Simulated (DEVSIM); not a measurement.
Device: abrupt In0.53Ga0.47As p-n junction, at 300 K.

```tsv
layer (left to right)	material	thickness (μm)	Nd (cm⁻³)	Na (cm⁻³)	τn (s)	τp (s)
1	In0.53Ga0.47As	90.0	-	3.4e15	5.8e-10	5.8e-10
2	In0.53Ga0.47As	88.0	7.1e15	-	5.8e-10	5.8e-10
```

Left contact: ohmic. Right contact: ohmic. Voltage is applied to the left contact. Recombination: SRH at mid-gap, radiative, Auger. Mobility is constant in doping.

The device is made up for the run: typed textbook-type constants, with dimensions and the other settings drawn at random. Values at 300 K.

```csv
parameter,In0.53Ga0.47As
gap (eV),0.74
affinity (eV),4.51
permittivity,13.9
Nc (cm⁻³),2.1e17
Nv (cm⁻³),7.7e18
μn (cm²/Vs),12000
μp (cm²/Vs),300
B (cm³/s),9.6e-11
Cn (cm⁶/s),5e-29
Cp (cm⁶/s),5e-29
```

Simulated with DEVSIM: 1D drift-diffusion, Boltzmann statistics, complete ionisation; no tunnelling, impact ionisation, image-force lowering or self-heating.

The doping Na of layer 1 was swept, all else fixed.

```
doping Na of layer 1 (cm^-3)  largest field in the device at zero bias (V/cm)  potential step across the device at zero bias (V)
----------------------------  -----------------------------------------------  -------------------------------------------------
1e14                                                                     4800                                              0.362
3.4e14                                                                   6200                                              0.393
1e15                                                                     9300                                              0.421
3.4e15                                                                  15000                                              0.453
1e16                                                                    22000                                              0.481
3.4e16                                                                  27000                                              0.512
1e17                                                                    30000                                              0.540
```

From the first row to the last the largest field in the device at zero bias goes from 4800 to 30000. From the first row to the last the potential step across the device at zero bias goes from 0.362 to 0.540.
